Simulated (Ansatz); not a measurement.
Seebeck coefficient (μV/K, mean over directions) of n-type AlN (P6_3mc) against carrier density, r2SCAN with spin-orbit coupling, rigid bands (Ansatz, a quantum-chemistry and plane-wave program). Computed gap 4.88 eV; densities at which minority carriers matter at this gap, or further valleys turn the trend, are left out. Conductivity mass 0.32 mₑ (harmonic mean over directions), N_c = 4.4e18 cm⁻³ at 300 K.

```csv
electron density,300 K,500 K
1e16 cm⁻³,-738,-805
1e17 cm⁻³,?,-607
1e18 cm⁻³,-343,-409
3e18 cm⁻³,-252,-316
1e19 cm⁻³,-160,-218
3e19 cm⁻³,-91,?
1e20 cm⁻³,-44,-72
3e20 cm⁻³,?,-38
```

### Question
Fill in the missing entries.

### Answer

- 1e17 cm⁻³, 300 K: -540
- 3e19 cm⁻³, 500 K: -138
- 3e20 cm⁻³, 300 K: -22

Rigid bands with a gap fixed in temperature, one relaxation time for all states, no polarons or phonon drag, and whether or not such doping can be reached.
